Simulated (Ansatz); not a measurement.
Electronic density of states of amorphous Si24O48Ru, density 2.33 g/cm³, on a 2×2×2 Γ-centred mesh with a Gaussian width of 0.1 eV; energies count from the Fermi level, whose place inside the gap is arbitrary. Cell and mesh are small, so fine structure isn't converged. All values below come from PBE, scalar-relativistic without spin-orbit coupling (plane waves to 420 eV, PAW; Ansatz, a first-principles code). Sampling: a 2×2×2 Γ-centred mesh; Fermi-Dirac width 0.01 eV; collinear spin, started from moments on atoms; no Hubbard U, moments started parallel, and no other order was tried (the moments died out). At PBE the levels at both edges of the gap are localised (band-tail or defect states), and the nearest spread-out levels lie 5.2 eV apart at the zone centre.

A CHGNet melt-quench gave the starting glass, which DFT then relaxed. O atoms were pushed apart under 1.9 Å during the dynamics, to hinder bonds among them. The hot cell started wider than the set density and was brought back towards it in steps. It is the lowest in DFT energy of 2 quenches. It is a model cell: composition and starting density were chosen by hand, and all elements were melted together. No dispersion term was used. Its density started from a set value of 2.33 and ended at 2.33 g/cm³. Cooling (nominally 320 K/ps over its main leg) ran many orders faster than in experiment, which tends to leave more defects and strain. Values belong to this one cell and scatter from quench to quench. The volume was held where the preparation left it, at a PBE pressure of 0.7 GPa. Stress components on the final sampling reach 1.8 GPa. Cycles of charging lowered its energy after that relaxation.

(E - EF (eV), states/(eV atom)): (-12.00, 0.17); (-11.90, 0.19); (-11.80, 0.20); (-11.70, 0.23); (-11.60, 0.16); (-11.50, 0.17); (-11.40, 0.21); (-11.30, 0.22); (-11.20, 0.25); (-11.10, 0.19); (-11.00, 0.18); (-10.90, 0.19); (-10.80, 0.17); (-10.70, 0.16); (-10.60, 0.16); (-10.50, 0.16); (-10.40, 0.20); (-10.30, 0.21); (-10.20, 0.18); (-10.10, 0.19); (-10.00, 0.25); (-9.90, 0.28); (-9.80, 0.25); (-9.70, 0.20); (-9.60, 0.20); (-9.50, 0.27); (-9.40, 0.34); (-9.30, 0.36); (-9.20, 0.33); (-9.10, 0.42); (-9.00, 0.54); (-8.90, 0.57); (-8.80, 0.55); (-8.70, 0.54); (-8.60, 0.52); (-8.50, 0.51); (-8.40, 0.50); (-8.30, 0.49); (-8.20, 0.38); (-8.10, 0.28); (-8.00, 0.28); (-7.90, 0.22); (-7.80, 0.08); (-7.70, 0.11); (-7.60, 0.27); (-7.50, 0.18); (-7.40, 0.18); (-7.30, 0.30); (-7.20, 0.26); (-7.10, 0.28); (-7.00, 0.47); (-6.90, 0.45); (-6.80, 0.48); (-6.70, 0.48); (-6.60, 0.50); (-6.50, 0.58); (-6.40, 0.56); (-6.30, 0.63); (-6.20, 0.69); (-6.10, 0.70); (-6.00, 0.72); (-5.90, 0.73); (-5.80, 0.70); (-5.70, 0.72); (-5.60, 0.77); (-5.50, 0.84); (-5.40, 0.84); (-5.30, 0.87); (-5.20, 0.98); (-5.10, 1.05); (-5.00, 1.05); (-4.90, 1.01); (-4.80, 0.96); (-4.70, 0.85); (-4.60, 0.80); (-4.50, 0.76); (-4.40, 0.75); (-4.30, 0.76); (-4.20, 0.77); (-4.10, 0.69); (-4.00, 0.63); (-3.90, 0.63); (-3.80, 0.54); (-3.70, 0.40); (-3.60, 0.23); (-3.50, 0.13); (-3.40, 0.02); (-3.30, 0.00); (-3.20, 0.00); (-3.10, 0.00); (-3.00, 0.04); (-2.90, 0.14); (-2.80, 0.09); (-2.70, 0.01); (-2.60, 0.00); (-2.50, 0.00); (-2.40, 0.00); (-2.30, 0.00); (-2.20, 0.00); (-2.10, 0.00); (-2.00, 0.00); (-1.90, 0.00); (-1.80, 0.00); (-1.70, 0.03); (-1.60, 0.13); (-1.50, 0.09); (-1.40, 0.01); (-1.30, 0.00); (-1.20, 0.00); (-1.10, 0.00); (-1.00, 0.03); (-0.90, 0.13); (-0.80, 0.13); (-0.70, 0.15); (-0.60, 0.08); (-0.50, 0.01); (-0.40, 0.00); (-0.30, 0.00); (-0.20, 0.00); (-0.10, 0.00); (0.00, 0.00); (0.10, 0.00); (0.20, 0.00); (0.30, 0.00); (0.40, 0.00); (0.50, 0.01); (0.60, 0.08); (0.70, 0.14); (0.80, 0.04); (0.90, 0.00); (1.00, 0.00); (1.10, 0.00); (1.20, 0.00); (1.30, 0.00); (1.40, 0.02); (1.50, 0.03); (1.60, 0.07); (1.70, 0.10); (1.80, 0.05); (1.90, 0.03); (2.00, 0.06); (2.10, 0.08); (2.20, 0.08); (2.30, 0.07); (2.40, 0.10); (2.50, 0.09); (2.60, 0.06); (2.70, 0.04); (2.80, 0.08); (2.90, 0.10); (3.00, 0.06); (3.10, 0.05); (3.20, 0.09); (3.30, 0.14); (3.40, 0.13); (3.50, 0.11); (3.60, 0.13); (3.70, 0.16); (3.80, 0.19); (3.90, 0.21); (4.00, 0.17); (4.10, 0.20); (4.20, 0.24); (4.30, 0.24); (4.40, 0.26); (4.50, 0.28); (4.60, 0.29); (4.70, 0.30); (4.80, 0.35); (4.90, 0.40); (5.00, 0.40); (5.10, 0.42); (5.20, 0.50); (5.30, 0.54); (5.40, 0.53); (5.50, 0.54)

The gap between localised states on this mesh is 1.35 eV; the broadening fills part of it in the curve.
